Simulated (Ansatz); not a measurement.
Start from GaS in the beta-GaS type structure (space group P6_3/mmc, No. 194; a = 3.534 Å, c = 15.041 Å; layered, stacked along the Cartesian z axis).

Calculations: Ansatz (a quantum-chemistry and plane-wave program), PBEsol-D3(BJ), PAW, cutoff 420 eV, no spin-orbit coupling, earlier PAW set.

Base values:

- Valence-band top at Γ: 0.00, -1.45, -1.45 eV
- Hole mass: 0.13 mₑ along c, 2.0 mₑ across (at Γ)
- Pressure: 0.00 GPa

Perturbation: the cell is scaled by 0.9935 in all directions, atoms relaxed at fixed cell.

How does this affect the energy relative to the base, mean gap deformation potential ΔEg/Δln V, valence-band top at Γ, hole mass and pressure?

The energy rises by 1.2 meV/atom; the mean gap deformation potential ΔEg/Δln V comes out as +1.6 eV; the valence-band top at Γ (three highest levels, from the VBM) goes from 0.00, -1.45, -1.45 eV to 0.00, -1.41, -1.41 eV; the hole mass goes from 0.13 mₑ along c, 2.0 mₑ across (at Γ) to 0.13 mₑ along c, 2.1 mₑ across (at Γ); the pressure (mean of the normal stresses, compression positive) goes from zero to 0.96 GPa.

The cells carry an imposed strain or load. Effective masses come from finite differences of ±0.01 Å⁻¹. Whether these cells are dynamically stable was not tested.
